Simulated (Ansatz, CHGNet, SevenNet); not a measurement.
**1T (CdI2-type) PtTe2: properties by level of theory**

Reference values: lattice constant a 4.026 Å (measured, temperature not stated, no zero-point or thermal correction; as tabulated in Pelayo et al. (2023), arXiv:2312.15371); lattice parameter c 5.221 Å (measured, temperature not stated, no zero-point or thermal correction; as tabulated in Pelayo et al. (2023), arXiv:2312.15371).

```
level (code)            lattice parameter a (Å)  lattice parameter c (Å)
----------------------  -----------------------  -----------------------
CHGNet 0.3.0                              4.004                    5.727
SevenNet-l3i5                             4.097               (withheld)
LDA (Ansatz)                         (withheld)                    5.094
PBEsol-D3(BJ) (Ansatz)                    4.009               (withheld)
HSE06-D3(BJ) (Ansatz)                     4.002                    4.984
```

Question: What belongs in the gaps?

Answer: 
- SevenNet-l3i5, lattice parameter c (Å): 5.391
- LDA (Ansatz, a quantum-chemistry and plane-wave program), lattice parameter a (Å): 4.019
- PBEsol-D3(BJ) (Ansatz), lattice parameter c (Å): 4.958

Differences from the reference values (errors of the level alone only where the reference is corrected to a static lattice):

```tsv
level	lattice constant a (%)	lattice parameter c (%)
CHGNet 0.3.0	-0.55	+9.69
SevenNet-l3i5	+1.76	+3.26
LDA	-0.17	-2.43
PBEsol-D3(BJ)	-0.42	-5.04
HSE06-D3(BJ)	-0.60	-4.54
```

Nearest: lattice constant a, not ranked (reference at room or unstated temperature); lattice parameter c, not ranked (reference at room or unstated temperature).

Machine-learned potentials (CHGNet 0.3.0, SevenNet-l3i5) are trained on DFT data: a solid inside that data is no test of them.

Caveats: LDA has no dispersion term either, though it tends to give short spacings of layers, chains or molecules (LDA); exact exchange on metals is sensitive to the k mesh and can open a false gap (HSE06-D3(BJ)); the run warned that the count of filled bands differs between k points (HSE06-D3(BJ)). Ansatz's density-functional and Hartree–Fock values are scalar-relativistic unless marked +SOC, with PAW data made under PBE.

Differences are worked out from the printed values.
